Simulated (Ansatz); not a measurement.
Name crystals whose resistivity at 300 K lies between 15 and 23 μΩ·cm and whose mean free path at 300 K lies between 4.2 and 6.6 nm, by PBEsol, DFPT electron-phonon coupling, linearised Boltzmann equation (Ansatz, a program for electronic structure).

Many crystals can fit; among those computed here:
- LaPb3 (Pm-3m): 18.7 μΩ·cm, 6.3 nm
- CoTe (P6_3/mmc): 18.0 μΩ·cm, 6.0 nm
- ScAg (Pm-3m): 21 μΩ·cm, 5.1 nm
- RhTe (P6_3/mmc): 22 μΩ·cm, 4.9 nm
- ScCu (Pm-3m): 22 μΩ·cm, 4.6 nm

Metals; harmonic phonons alone scatter; means over directions. The mean free path is weighted by the current that each state carries. Halving the electron mesh moves these values by up to 10 %; q meshes are mostly untested. Spin-orbit coupling is left out.

Formula and space group known from diffraction (Crystallography Open Database), not checked to be the room-temperature form: CoTe (P6_3/mmc), LaPb3 (Pm-3m), RhTe (P6_3/mmc), ScAg (Pm-3m), ScCu (Pm-3m). Treated as nonmagnetic (a ferromagnetic start lost its moment, other orders weren't tried): CoTe (P6_3/mmc). The missing spin-orbit coupling matters most for LaPb3 (Pm-3m).
